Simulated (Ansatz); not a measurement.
## MgO: response to strain

The reference is MgO in the rock salt structure (space group Fm-3m, No. 225; a = 4.214 Å). Axes: x, y, z lie along the cube axes.

Strains are applied to the cell and any free atomic positions relax; under biaxial strain the out-of-plane vector relaxes too.

The values are results of PBEsol in Ansatz (plane waves to 420 eV, PAW, scalar-relativistic without spin-orbit coupling), not measurements.

Notes on the quantities. energy relative to the base: free energy F.

```csv
case,band gap,energy relative to the base,electron mass,volume per atom
base,4.62 eV,0 meV/atom,0.34 mₑ (at Γ),9.36 Å³
"biaxial strain +0.71 %, plane normal [001], relaxed out of plane",4.52 eV,+1.0 meV/atom,0.34 mₑ (at Γ),9.45 Å³
"biaxial strain −1.63 %, plane normal [110], relaxed out of plane",4.77 eV,+6.1 meV/atom,–,9.12 Å³
isotropic strain −1.36 %,5.02 eV,+8.0 meV/atom,0.36 mₑ (at Γ),8.98 Å³
uniaxial strain ε_xx = −2.66 %,4.86 eV,+6.8 meV/atom,"0.37 mₑ along x, 0.34 mₑ across (at Γ)",9.11 Å³
uniaxial strain ε_xx = −0.69 %,4.68 eV,+0.4 meV/atom,0.34 mₑ (at Γ),9.29 Å³
uniaxial strain ε_xx = +5.95 %,4.00 eV,+24 meV/atom,"0.30 mₑ along x, 0.33 mₑ across (at Γ)",9.91 Å³
tensor shear ε_yz = −0.26 %,4.60 eV,+0.1 meV/atom,0.34 mₑ (at Γ),9.35 Å³
tensor shear ε_xy = +1.00 %,___,___,0.34 mₑ (at Γ),9.35 Å³
tensor shear ε_xy = +3.74 %,4.27 eV,+24 meV/atom,–,9.34 Å³
```

Problem. What belongs in the blanks?

Solution. 
- tensor shear ε_xy = +1.00 %, band gap: 4.54 eV
- tensor shear ε_xy = +1.00 %, energy relative to the base: +1.7 meV/atom

Effective masses come from finite differences of ±0.01 Å⁻¹. Whether these cells are dynamically stable was not tested.

Ansatz is an electronic-structure program.
